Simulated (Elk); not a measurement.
# Elk run on Hf₅Sc (P-62m, 6 atoms in the cell): self-consistent single point

Method: PBEsol, all-electron FP-LAPW, Elk's shipped species files, APW+lo basis with extra local orbitals in Elk.

The input file:

```
tasks
  0

xctype
  22

tforce
  .true.

rgkmax
  8.0

gmaxvr
  18.0

lmaxapw
  10

lmaxo
  8

nxlo
  2

lorbcnd
  .true.

lradstp
  2

nrmtscf
  2.0

rmtscf
  0.99

lmaxi
  4

stype
  0

swidth
  0.00367493

maxscl
  100

avec
   10.5096548204    0.0000000766    0.0000000000
   -5.2548274765    9.1016280212    0.0000000000
    0.0000000000    0.0000000000    9.4949289132

sppath
  'species/'

atoms
  2
  'Hf.in'
  5
  0.6605300000  0.0000000000  0.0000000000    0.0 0.0 0.0
  0.3394700000  0.3394700000  0.0000000000    0.0 0.0 0.0
  0.0000000000  0.6605300000  0.0000000000    0.0 0.0 0.0
  0.3333333333  0.6666666667  0.5000000000    0.0 0.0 0.0
  0.6666666667  0.3333333333  0.5000000000    0.0 0.0 0.0
  'Sc.in'
  1
  0.0000000000  0.0000000000  0.5000000000    0.0 0.0 0.0

ngridk
  5 5 5
```

Log, with long lists cut:

```
│ Elk code version 10.2.4 │

All units are atomic (Hartree, Bohr, etc.)

│ Ground-state run starting from atomic densities │

Lattice vectors :
   10.50965482      0.7660000000E-07   0.000000000
  -5.254827477       9.101628021       0.000000000
   0.000000000       0.000000000       9.494928913

Unit cell volume      :    908.2371328
Brillouin zone volume :   0.2731117287

Muffin-tin inner radius fraction :   0.1000000000E-01

Nuclei treated as point charges

Species :    1 (Hf)
 parameters loaded from : Hf.in
 name : hafnium
 nuclear charge    :   -72.00000000
 electronic charge :    72.00000000
 atomic mass :    325367.3656
 muffin-tin radius :    2.772000000
 number of radial points in muffin-tin :   1399
 atomic positions (lattice), magnetic fields (Cartesian) :
   1 :   0.66053000  0.00000000  0.50000000    0.00000000  0.00000000  0.00000000
   2 :   0.33947000  0.33947000  0.50000000    0.00000000  0.00000000  0.00000000
   3 :   0.00000000  0.66053000  0.50000000    0.00000000  0.00000000  0.00000000
   4 :   0.33333333  0.66666667  0.00000000    0.00000000  0.00000000  0.00000000
   5 :   0.66666667  0.33333333  0.00000000    0.00000000  0.00000000  0.00000000

Species :    2 (Sc)
 parameters loaded from : Sc.in
 name : scandium
 nuclear charge    :   -21.00000000
 electronic charge :    21.00000000
 atomic mass :    81949.61066
 muffin-tin radius :    2.376000000
 number of radial points in muffin-tin :    999
 atomic positions (lattice), magnetic fields (Cartesian) :
   1 :   0.00000000  0.00000000  0.00000000    0.00000000  0.00000000  0.00000000

Total number of atoms per unit cell :    6

Spin treatment :
 spin-unpolarised

Number of Bravais lattice symmetries :   24
Number of crystal symmetries         :   12
Crystal has no inversion symmetry
Complex Hermitian eigensolver will be used

k-point grid :      5     5     5
k-point offset :    0.000000000       0.000000000       0.000000000
   [... lines left out ...]
Maximum |G| for potential and density :    18.00000000
 potential will be trimmed for |G| > 2 gkmax
Constant for pseudocharge density :   12
Radial integration step length :    2

G-vector grid sizes :     63    63    56
Number of G-vectors :    89401

Maximum angular momentum used for
 APW functions                      :   10
 outer part of muffin-tin           :    8
 inner part of muffin-tin           :    4

Total nuclear charge    :   -381.0000000
Total core charge       :    240.0000000
Total valence charge    :    141.0000000
Total excess charge     :    0.000000000
Total electronic charge :    381.0000000

Effective Wigner radius, rₛ :   0.8286959626

Number of empty states         :   24
Total number of valence states :   95
Total number of core states    :  240

Conduction state local-orbitals added automatically
Total number of local-orbitals :  750

Exchange-correlation functional :     22     0     0
 PBEsol, Phys. Rev. Lett. 100, 136406 (2008)
 gradient requirement :    1
 generalised gradient approximation (GGA)

Smearing type :    0
 Gaussian
Smearing width :   0.3674930000E-02
Effective electronic temperature (K) :    1160.451112

Mixing type :    3
 Broyden mixing, J. Phys. A: Math. Gen. 17, L317 (1984)

Kohn-Sham potential initialised from atomic data
│ Self-consistent loop started │
│ Loop number : 1 │
 total energy                :     -76211.0749838
│ Loop number : 2 │
 total energy                :     -76212.6095958
RMS change in Kohn-Sham potential (target) :   0.1325244500     (  0.1000000000E-05)
Absolute change in total energy (target)   :    1.534611984     (  0.1000000000E-03)
│ Loop number : 3 │
 total energy                :     -76213.7327946
RMS change in Kohn-Sham potential (target) :   0.1282725490     (  0.1000000000E-05)
Absolute change in total energy (target)   :    1.506851778     (  0.1000000000E-03)
│ Loop number : 4 │
 total energy                :     -76215.0624388
RMS change in Kohn-Sham potential (target) :   0.1213345025     (  0.1000000000E-05)
Absolute change in total energy (target)   :    1.706357208     (  0.1000000000E-03)
│ Loop number : 5 │
 total energy                :     -76219.9027980
RMS change in Kohn-Sham potential (target) :   0.7909784317E-01 (  0.1000000000E-05)
Absolute change in total energy (target)   :    5.266948472     (  0.1000000000E-03)
   [... lines left out ...]
Absolute change in total energy (target)   :   0.1857961554E-01 (  0.1000000000E-03)
│ Loop number : 13 │
 total energy                :     -76229.8566252
RMS change in Kohn-Sham potential (target) :   0.7252687031E-05 (  0.1000000000E-05)
Absolute change in total energy (target)   :   0.3718476364E-02 (  0.1000000000E-03)
│ Loop number : 14 │
 total energy                :     -76229.8557098
RMS change in Kohn-Sham potential (target) :   0.2616925076E-05 (  0.1000000000E-05)
Absolute change in total energy (target)   :   0.1423439244E-04 (  0.1000000000E-03)
│ Loop number : 15 │
 total energy                :     -76229.8562129
RMS change in Kohn-Sham potential (target) :   0.1543080783E-05 (  0.1000000000E-05)
Absolute change in total energy (target)   :   0.5066300364E-03 (  0.1000000000E-03)
│ Loop number : 16 │
 total energy                :     -76229.8560089
RMS change in Kohn-Sham potential (target) :   0.5074126169E-06 (  0.1000000000E-05)
Absolute change in total energy (target)   :   0.7726556214E-04 (  0.1000000000E-03)
Convergence targets achieved

│ Loop number : 17 │

Energies :
 Fermi                       :     0.322753447642
 sum of eigenvalues          :     -46594.6816878
 electron kinetic            :      85181.3989226
 core electron kinetic       :      82427.5404542
 Coulomb                     :     -159846.425423
 Coulomb potential           :     -129715.807978
 nuclear-nuclear             :     -5457.66022852
 electron-nuclear            :     -179061.722411
 Hartree                     :      24672.9572165
 Madelung                    :     -94988.5214338
 xc potential                :     -2060.27263286
 exchange                    :     -1539.57735524
 correlation                 :     -25.2522563596
 total energy                :     -76229.8561115

Density of states at Fermi energy :    127.3479632
 (states/Hartree/unit cell)

Estimated indirect band gap :   0.9822988777E-03
 from k-point     15 to k-point     15
Estimated direct band gap   :   0.9822988777E-03
 at k-point     15

Charges :
 core                        :    240.0000000
 valence                     :    141.0000000
 interstitial                :    10.08176619
 muffin-tins (core leakage)
  species :    1 (Hf)
   atom    1                 :    70.35252274     (  0.4150803434E-06)
   atom    2                 :    70.35252274     (  0.4150803434E-06)
   atom    3                 :    70.35252274     (  0.4150803434E-06)
   atom    4                 :    70.36648010     (  0.4155579063E-06)
   atom    5                 :    70.36648010     (  0.4155579063E-06)
  species :    2 (Sc)
   atom    1                 :    19.12770539     (  0.4416049748E-08)
 total in muffin-tins        :    370.9182338
 total calculated charge     :    380.9996963
 total charge                :    381.0000000
 error                       :   0.3036855377E-03

│ Self-consistent loop stopped │

Forces :
 species :    1 (Hf)
  atom :    1
   Hellmann-Feynman          :     0.01662232    0.00000000   -0.00000000
   IBS                       :    -0.01710225   -0.00000000    0.00000000
   total force               :    -0.00047993   -0.00000000   -0.00000000
   [... lines left out ...]
  atom :    2
   Hellmann-Feynman          :    -0.00831116   -0.01439535   -0.00000000
   IBS                       :     0.00855112    0.01481098    0.00000000
   total force               :     0.00023996    0.00041563   -0.00000000
   total magnitude           :     0.00047993
  atom :    3
   Hellmann-Feynman          :    -0.00831116    0.01439535    0.00000000
   IBS                       :     0.00855112   -0.01481098    0.00000000
   total force               :     0.00023996   -0.00041563    0.00000000
   total magnitude           :     0.00047993
  atom :    4
   Hellmann-Feynman          :    -0.00000000   -0.00000000    0.00000000
   IBS                       :     0.00000000    0.00000000    0.00000000
   total force               :    -0.00000000    0.00000000    0.00000000
   total magnitude           :     0.00000000
  atom :    5
   Hellmann-Feynman          :     0.00000000    0.00000000   -0.00000000
   IBS                       :     0.00000000    0.00000000    0.00000000
   total force               :     0.00000000    0.00000000    0.00000000
   total magnitude           :     0.00000000
 species :    2 (Sc)
  atom :    1
   Hellmann-Feynman          :     0.00000000    0.00000000    0.00000000
   IBS                       :    -0.00000000   -0.00000000    0.00000000
   total force               :    -0.00000000   -0.00000000    0.00000000
   total magnitude           :     0.00000000
```

The run converged in 17 iterations. The count includes the last loop, which Elk runs after its targets are met.

The starting cell comes from a database of computed structures (which also holds hypothetical and non-ambient phases and stackings), without a prior relaxation at this level. Spin-orbit coupling is off. Values depend on the basis (sphere radii, cutoffs, local orbitals), which need not be converged. The log's line on a gap gives a spacing of levels on this mesh, which the program prints for metals too.

Cost on one core of a shared machine: roughly 5 min.
